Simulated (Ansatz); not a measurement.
Structures of equal composition on the (111) surface of fcc Au: a pseudomorphic layer of Co in the host's stacking; a pseudomorphic layer of Co in the other hollow. The slabs share one bottom face, and each structure is named by its start. These are constructed structures in small cells; real faces may alloy, dewet or reconstruct in larger ones, and not all known structures of the face are among them. Slabs of about 12 Å with all that they carry, Fermi-Dirac smearing of 0.1 eV. Bottom of the slabs: a bare face, its two planes held. Relaxed from the named starts with such symmetry as they have, on meshes of like density; energies extrapolated to zero smearing; no spin-orbit coupling, no U. Spin-polarised runs, if any, are marked in brackets, and their order is one that fits the cell; the others ran without spin.

These are PBE (plane waves to 420 eV, PAW; Ansatz, a first-principles code) values and carry that method's errors.

**Question.** Rank these by energy per 1x1 cell (lowest first), as PBE gives it.

**Answer.** a pseudomorphic layer of Co in the host's stacking (0.000 eV [spin, 1.9 μB a cell]), a pseudomorphic layer of Co in the other hollow (0.026 eV [spin, 1.9 μB a cell])
